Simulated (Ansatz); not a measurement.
For Mg2BeN2 (model structure, started from the Ca2ZnN2 type, I4/mmm, No. 139, 5 atoms in the cell), LDA in Ansatz (plane waves, PAW) gives:

| Property | Value |
|---|---|
| lattice parameter a | 3.074 Å |
| c axis length | 10.874 Å |
| bulk modulus | 130 GPa |
| cohesive energy | 4.89 eV/atom |
| band gap | 1.16 eV |

Task: What does r²SCAN (Ansatz, a quantum-chemistry and plane-wave program, PAW) give for the same quantities?

Result: 
- lattice constant a: 3.113 Å (increases by 1.3 %)
- lattice parameter c: 10.966 Å (goes up by 0.8 %)
- bulk modulus: 125 GPa (shrinks by 3.8 %)
- cohesive energy: 4.29 eV/atom (falls by 0.60 eV/atom)
- band gap: 1.49 eV (grows by 0.33 eV)

Changes are worked out from the printed values.

Unless a cell is named, each level is at its own relaxed cell (LDA 10.28, r²SCAN 10.63 Å³/atom).

Density-functional gaps are differences of (generalised) Kohn–Sham levels.

Caveats: the bulk modulus is −V dP/dV from two relaxed cells at ±2 % in volume (LDA, r²SCAN). Ansatz's density-functional and Hartree–Fock values are scalar-relativistic unless marked +SOC, with PAW data made under PBE.

A model structure was made by putting elements into a prototype or built by hand; it is no filed structure, need not be a known phase, and can be a saddle point held by its symmetry.
